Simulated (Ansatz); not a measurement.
# Ir (I4/mmm): band-structure transport figures

Consider the following.

```xyz
1
Lattice="0.0000 1.9124 1.9220 1.9124 0.0000 1.9220 1.9124 1.9124 0.0000" Properties=species:S:1:pos:R:3 pbc="T T T"
Ir     0.0000     0.0000     0.0000
```

Computed with PBEsol, rigid bands (plane waves, PAW, scalar-relativistic; Ansatz, an electronic-structure program). Condition of this run: uniaxial stress zz = -2 GPa (compression positive) (the target of the relaxation). Cell: cell and atoms relaxed with PBEsol, then loaded as said.

```yaml
density of states at the Fermi level: 0.887 states/(eV·cell), both spins
bare Sommerfeld coefficient: 2.1 mJ/(mol of atoms·K²)
drude_plasma_energy: 10.7 eV
root-mean-square Fermi velocity: 8.4e5 m/s
resistivity times τ: 4.2 ×10⁻²² Ω·m·s
resistivity_times_mean_free_path: 3.7 ×10⁻¹⁶ Ω·m²
```

A metal at this level (no band gap); rigid bands, thermally averaged at 300 K, both spins. Spin-orbit coupling is left out, which matters with elements this heavy. τ is one relaxation time for all states; the product of resistivity and mean free path takes one path for all states instead.
